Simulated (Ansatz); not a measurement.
Base system: CdS in the wurtzite structure (space group P6_3mc, No. 186).

```yaml
crystal:
  lattice:
    - [4.19659, 0.00000, 0.00000]
    - [-2.09830, 3.63436, 0.00000]
    - [0.00000, 0.00000, 6.83017]
  atoms:
    - { symbol: Cd, position: [0.33333, 0.66667, 0.99917] }
    - { symbol: Cd, position: [0.66667, 0.33333, 0.49917] }
    - { symbol: S, position: [0.33333, 0.66667, 0.37563] }
    - { symbol: S, position: [0.66667, 0.33333, 0.87563] }
```

Computed with PBE, PAW, 420 eV (Ansatz, a program for electronic structure; no SOC), earlier PAW set.

Carriers are added at fixed cell with a uniform background; the Fermi–Dirac width is that of 300 K.

One change was made to it. Results:

```json
[
 {"quantity": "gap between the host's bands", "base": "1.11 eV", "after": "0.85 eV"},
 {"quantity": "Fermi level relative to the doped band's edge (positive inside the band; to 0.05 eV)", "base": "–", "after": "+2.40 eV"},
 {"quantity": "gap character", "base": "direct at Γ", "after": "direct at Γ"}
]
```

### Question
Name the change that was made.
A. electrons 2.0×10^21 cm⁻³
B. electrons 1.0×10^21 cm⁻³
C. electrons 1.0×10^22 cm⁻³

### Answer
C, electrons 1.0×10^22 cm⁻³. For comparison, the Fermi level from band edge in the other runs: electrons 2.0×10^21 cm⁻³ gives +1.65 eV; electrons 1.0×10^21 cm⁻³ gives +1.25 eV.

Carriers are added with a uniform compensating background; total energy and stress of such cells depend on the potential's zero and are not compared; many-body gap narrowing is missing at this level. Gaps are read on the SCF mesh and a high-symmetry path. Stability against distortions was not tested.
